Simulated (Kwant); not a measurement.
Computed with Kwant: Hückel tight-binding model, one pz orbital an atom, one spin, coherent transport at 0 K. Conductance is in e²/h.

Model system: π system c1ccc2ccccc2c1 between two chain leads. The π system is taken as planar. Atoms are numbered from 0 in the order of the SMILES. Site energies (eV, carbon 0): [0.0, 0.0, 0.0, 0.0, 0.0, 0.0, 0.0, 0.0, 0.0, 0.0]. Bonds (i, j, β in eV): (0,1,-3) (1,2,-3) (2,3,-3) (3,4,-3) (4,5,-3) (5,6,-3) (6,7,-3) (7,8,-3) (8,9,-3) (9,0,-3) (8,3,-3). Leads: chains of hopping −4.5 eV, joined by −0.9 eV to atoms 0 and 5.

Site energies and bond integrals are typed Hückel values.

Sweep values stay those of the base run.

One input was changed, with this effect: transmission at E = 0 0.0016 → 0.0064.

Question: Which change was it?
(A) contacts moved from atoms [0, 5] to [2, 7]
(B) contacts moved from atoms [0, 5] to [0, 2]
(C) contacts moved from atoms [0, 5] to [2, 4]
(D) contacts moved from atoms [0, 5] to [0, 9]
(E) contacts moved from atoms [0, 5] to [0, 4]
(F) contacts moved from atoms [0, 5] to [0, 6]

Answer: D, contacts moved from atoms [0, 5] to [0, 9]
